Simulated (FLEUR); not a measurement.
A self-consistent single point of NiAl (P4mm, 2 atoms in the cell) with FLEUR.

Method of the run: LDA (Vosko-Wilk-Nusair), all-electron FLAPW (FLEUR), scalar-relativistic valence.

```yaml
crystal:
  lattice:
    - [2.88133, 0.00000, 0.00000]
    - [0.00000, 2.88133, 0.00000]
    - [0.00000, 0.00000, 2.88133]
  atoms:
    - { symbol: Al, position: [0.50000, 0.50000, 0.51735] }
    - { symbol: Ni, position: [0.00000, 0.00000, 0.00000] }
```

Reference input (self-consistent single point, DFT, LDA (Vosko-Wilk-Nusair), all-electron FLAPW (FLEUR), scalar-relativistic valence): Kmax = 4 1/bohr; GmaxXC = 12 1/bohr; xcFunctional = vwn; jspins = 1; l_soc = F; mode = hist; fermiSmearingEnergy = 0.00367493 Htr; mesh (inpgen div1-3) = 5 5 5; inpgen gamma flag = false; Gmax = 12 1/bohr; numbands = 0; maxIterBroyd = 25. This run's input differs from it in these lines:

```diff
@@ -15,3 +15,3 @@
 &exco xctyp='vwn' /
-&kpt div1=5 div2=5 div3=5 /
+&kpt div1=4 div2=4 div3=4 gamma=t /
 &end /
@@ -35,3 +35,3 @@
    <cell>
-      <bzIntegration valenceElectrons="19.0" mode="hist" fermiSmearingEnergy="0.00367493">
+      <bzIntegration valenceElectrons="19.0" mode="hist" fermiSmearingEnergy="0.00073499">
          <kPointListSelection listName="default-1"/>
```

The program printed (abridged):

```
 Iteration:     1   Distance:      18.06860863 me/bohr^3
 Iteration:     2   Distance:      12.14028083 me/bohr^3
 Iteration:     3   Distance:       6.70539283 me/bohr^3
 Iteration:     4   Distance:       6.10303777 me/bohr^3
 Iteration:     5   Distance:       2.61710036 me/bohr^3
   [... 51 lines left out ...]
 Iteration:    57   Distance:       0.03192942 me/bohr^3
 Iteration:    58   Distance:       0.61326678 me/bohr^3
 Iteration:    59   Distance:       0.04243972 me/bohr^3
 Iteration:    60   Distance:       0.04897903 me/bohr^3
 Run finished successfully
 Stop message:
   all done

[file out, last iteration]
             iter=     60
[...]
          total density-effective poten   -2.7821201200E+03
          total charge density-energy d   -7.8921228019E+01
 Updated energy parameters for spin:           1
[...]
 fermi energy and band-weighting factors:

[...]
FERMIE:
   [... lines left out ...]
          first approx. to ef    (T=0)  :   0.331250 htr   (energy of the highest occ. eigenvalue)
FERHIS:  Fermi-Energy by histogram:
          bandgap                     :   0.000000 htr
          charge neutrality (T=0)     :   0.031250    (zero if the highest occ. eigenvalue is "entirely" occupied)
     EF_NEWTON:  Adjust Fermi-Energy by Newton-Method.
 Direct bandgap for spin            1 :    7.1010297397116007E-002  Htr
   [... lines left out ...]
 ---->    total energy=                    -1760.3841090807 htr
 ---->    (input%tkb*entropy) TS=              0.0001549781 htr
 ---->    free energy=                     -1760.3842640588 htr
      extrapolation for T->0
 ---->    total electron energy=           -1760.3841865697 htr
 ***** TOTAL FORCES ON ATOMS *****
 TOTAL FORCE FOR ATOM TYPE=  1  X=  2.722   Y=  2.722   Z= -2.628
                       FX_TOT= 0.000000 FY_TOT= 0.000000 FZ_TOT=-0.005111
 TOTAL FORCE FOR ATOM TYPE=  2  X=  0.000   Y=  0.000   Z=  0.000
                       FX_TOT= 0.000000 FY_TOT= 0.000000 FZ_TOT= 0.004935
No new postions, force convergence required= 0.00001; max force distance= 0.00000
---->    distance of charge densities for spin  1                 it=   60:     0.048979 me/bohr**3
GENERALIZED ANDERSON MIXING: alpha=   0.05000 History-length=11
     ******* it= 60  is completed********
```

The run ended unconverged after 60 iterations. 

The starting cell has typed, rounded lattice constants, without a prior relaxation at this level. Its lattice was rescaled by up to half a per cent. One atom was moved a little off its site on purpose. Values depend on the basis (sphere radii, cutoffs, local orbitals), which need not be converged.

Cost on one core of a shared machine: roughly 40 s.
